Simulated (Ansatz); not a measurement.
For ScPtN2 (model structure, started from the PtCoO2 type, R-3m, No. 166, 4 atoms in the cell), PBEsol (PAW; Ansatz, a quantum-chemistry and plane-wave program) gives:

```
Item                   Result
-------------------  --------
lattice parameter a   3.188 Å
c axis length        17.978 Å
bulk modulus B0       119 GPa
```

Q: What does r²SCAN in Ansatz (plane waves, PAW) give for the same quantities?

A: 
- lattice constant a: 3.240 Å (rises by 1.6 %)
- lattice parameter c: 17.921 Å (falls by 0.3 %)
- bulk modulus: 111 GPa (shrinks by 6.7 %)

Changes are worked out from the printed values.

Unless a cell is named, each level is at its own relaxed cell (PBEsol 13.18, r²SCAN 13.58 Å³/atom).

Levels without +SOC leave out spin–orbit coupling, which shifts energies and cells of such heavy elements.

Caveats: the bulk modulus is −V dP/dV from two relaxed cells at ±2 % in volume (PBEsol, r²SCAN). Ansatz's density-functional and Hartree–Fock values are scalar-relativistic unless marked +SOC, with PAW data made under PBE.

A model structure was made by putting elements into a prototype or built by hand; it is no filed structure, need not be a known phase, and can be a saddle point held by its symmetry.
